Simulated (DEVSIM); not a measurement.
Structure: illuminated Ge n-on-p cell, one wavelength, at 350 K.

| layer (left to right) | material | thickness (μm) | Nd (cm⁻³) | Na (cm⁻³) | τn (s) | τp (s) | absorption coefficient (cm⁻¹) |
|---|---|---|---|---|---|---|---|
| 1 | Ge | 0.110 | 1.3e18 | - | 5.8e-9 | 1.3e-8 | 7200 |
| 2 | Ge | 72.0 | - | 5.1e15 | 5.8e-7 | 5.8e-7 | 7200 |

Left contact: ohmic, minority hole recombination velocity 2000 cm/s. Right contact: ohmic, minority electron recombination velocity 6000 cm/s. Voltage is applied to the left contact. Recombination: SRH at mid-gap, radiative, Auger. Light enters at the left, 2.2e18 photons cm⁻² s⁻¹, one pass, no reflection. Mobility is μmin + (μ − μmin)/(1 + (N/Nref)^α).

This is a model device: material constants are rounded textbook-type values typed into the input, and sizes, dopings and lifetimes were drawn at random. Values at 300 K; Nc and Nv go as T^1.5, mobilities as T to minus their exponent, the gap by Varshni's rule with the affinity fixed.

| parameter | Ge |
|---|---|
| gap (eV) | 0.664 |
| affinity (eV) | 4 |
| permittivity | 16 |
| Nc (cm⁻³) | 1.04e19 |
| Nv (cm⁻³) | 6e18 |
| μn (cm²/Vs) | 3900 |
| μp (cm²/Vs) | 1900 |
| μn,min | 150 |
| μp,min | 100 |
| Nref,n | 2.6e17 |
| Nref,p | 4e17 |
| αn | 0.56 |
| αp | 0.6 |
| T exponent of μn | 1.66 |
| T exponent of μp | 2.33 |
| B (cm³/s) | 6.4e-14 |
| Cn (cm⁶/s) | 1e-31 |
| Cp (cm⁶/s) | 1e-31 |
| Varshni α (eV/K) | 0.000477 |
| Varshni β (K) | 235 |

Model (solved in DEVSIM): 1D drift-diffusion, Boltzmann statistics, complete ionisation; no tunnelling, impact ionisation, image-force lowering or self-heating.

The thickness of layer 2 was swept, all else fixed.

```tsv
thickness of layer 2 (μm)	largest power (mW/cm²)	share of generated pairs collected at short circuit	dark forward voltage at 100 A/cm² (V)	fill factor
14	16.5	0.990	0.291	0.46
25	15.7	0.989	0.298	0.45
43	15.0	0.987	0.310	0.45
72	14.2	0.985	0.328	0.44
120	13.6	0.982	0.366	0.44
220	13.0	0.975	0.507	0.42
360	12.2	0.965	0.884	0.40
```

From the first row to the last the largest power goes from 16.5 to 12.2. From the first row to the last the share of generated pairs collected at short circuit goes from 0.990 to 0.965.
